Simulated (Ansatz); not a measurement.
## How the smallest direct gap on the k points sampled of ZnS (model structure, started from the NiAs type, P6₃/mmc, No. 194, 4 atoms in the cell) moves with the method

No measured value is used here.

Unless a cell is named, each level is at its own relaxed cell (PBEsol 16.00, r²SCAN+rVV10 16.22 Å³/atom).

Q: Put these levels in order of the smallest direct gap on the k points sampled that they give for ZnS (model structure, started from the NiAs type, P6₃/mmc, No. 194, 4 atoms in the cell), smallest first: HSE06 (Ansatz, an electronic-structure program), PBEsol (Ansatz), r²SCAN+rVV10 (Ansatz), r²SCAN0 (Ansatz).

A: PBEsol (1.77 eV), r²SCAN+rVV10 (2.45 eV), HSE06 (3.14 eV), r²SCAN0 (4.27 eV)

At these levels the smallest gap is indirect and lower: PBEsol 0.28, HSE06 1.50, r²SCAN+rVV10 0.79, r²SCAN0 2.48 eV. Computed values are for a static lattice.  Values are at the level's own relaxed cell; HSE06 at the PBEsol cell; r²SCAN0 at the PBEsol cell. Cutoffs and k meshes differ between the levels. Ansatz's density-functional and Hartree–Fock values are scalar-relativistic unless marked +SOC, with PAW data made under PBE.

A model structure was made by putting elements into a prototype or built by hand; it is no filed structure, need not be a known phase, and can be a saddle point held by its symmetry.
